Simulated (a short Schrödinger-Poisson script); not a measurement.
Solved with a short Schrödinger-Poisson script written for these runs: 1D Poisson equation in equilibrium, electrons quantum, Hartree (BenDaniel-Duke, 12 states a valley, the channel's in-plane mass for all, wave functions free to enter the dielectric), parabolic valleys, classical holes, full ionisation, no traps, pinning or gate leakage.

Stack: symmetric double-gate stack, SiO2 on p-type GaAs, at 77 K.

From the gate side: 3.2 nm SiO2; 2 nm GaAs, acceptors 6e16 cm⁻³; 3.2 nm SiO2.

The device is made up for the run: typed textbook-type constants, with dimensions and the other settings drawn at random. SiO2: permittivity 3.9, conduction-band edge (eV) 3.17, gap (eV) 9, electron mass (mₑ) 0.5. GaAs: permittivity 12.9, conduction-band edge (eV) 0, gap (eV) 1.424, Nv at 300 K (cm⁻³) 9e18.

Channel valleys (confinement mass, in-plane density-of-states mass, number): Γ 0.067, 0.067, 1. At the gates, both at one voltage, the conduction-band edge of layer 1 lies 3.79 eV − eVg above the Fermi level of the channel. Gaps are held at their typed values at every temperature. Mesh 0.03 nm at interfaces.

### Question
Give the sheet density of all electrons at Vg = 2.85 V (cm⁻²); the sheet density of all electrons at Vg = 1.05 V (cm⁻²); the capacitance of both gates at Vg = 2.85 V (μF/cm²).

### Answer
sheet density of all electrons at Vg = 2.85 V (cm⁻²): 1.66e13; sheet density of all electrons at Vg = 1.05 V (cm⁻²): 6.03e11; capacitance of both gates at Vg = 2.85 V (μF/cm²): 1.43. Above a few 1e12 electrons/cm² a light Γ valley is non-parabolic and upper valleys begin to fill, which the model leaves out.
